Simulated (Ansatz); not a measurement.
The starting structures come from a database of crystals and need not be the phases stable at ambient conditions.

Tunnelling through a barrier is set by its complex band structure: the current falls as exp(−2κd) with the smallest κ.

Here is the system:

```
CELL_PARAMETERS angstrom
      3.25067     0.00000     0.00000
      0.00000     3.25067     0.00000
      1.62533     1.62533     2.25350
ATOMIC_POSITIONS crystal
  Ga 0.00000 0.00000 0.00000
  N  0.25000 0.75000 0.50000
```

The cell is strained (lengths across the current scaled by 1.02, ions clamped); by r2SCAN it stands under a pressure of -8.2 GPa.

Transport runs along the normal of the first two printed cell vectors, the (001) (indices of the unstrained crystal) plane of the conventional cell.

The gap is the functional's own. No spin-orbit coupling. Mid-gap values are those at the computed energy nearest the middle.

Q: Predict the band gap and the smallest decay constant κ at mid-gap from Ansatz (a program for electronic structure) with r2SCAN.

A: Gap 1.80 eV on a 14×14×14 mesh; κ = 0.133 1/Å, at the zone centre.
